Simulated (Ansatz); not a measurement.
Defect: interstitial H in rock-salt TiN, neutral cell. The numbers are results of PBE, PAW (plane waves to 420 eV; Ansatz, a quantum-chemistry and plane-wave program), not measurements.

64-site cell at the relaxed PBE lattice, a 2×2×2 k-point mesh shifted by half a step, smearing 0.10 eV, spin-restricted, no finite-size correction. Energies are static. Sites that were not tried may lie lower.

The step: H moves alone to another site; the atom moves 1.15 Å along (0.00, 0.00, -0.27) of the unit cell; the moving atom starts with neighbours N at 1.04; 3 Ti at 1.95 Å and ends with N at 1.04; 3 Ti at 1.95 Å. On the band's own sampling the forward barrier is 0.14 eV. Harmonic modes of the moving H atom alone, all others held, come from finite differences of 0.015 Å. The saddle point's order was not checked, and it lies on a symmetry element of the cell, where a band can be held.

Give the atom's modes at both geometries.

start 32.7, 32.7, 86.5 THz; saddle point 16.1i, 48.6 and 90.2 THz.

What attempt frequency and zero-point change of the barrier follow from these modes alone, and what classical rate at 500 K?

ν = (32.7 × 32.7 × 86.5) / (48.6 × 90.2) ≈ 21 THz. The zero-point energy changes the barrier by h/2 × (138.7 − 152.0) THz = -0.027 eV. The classical rate is ν exp(−0.14/0.0431) ≈ 8e11 s⁻¹. One atom's modes give a rough prefactor, not that of the whole cell.
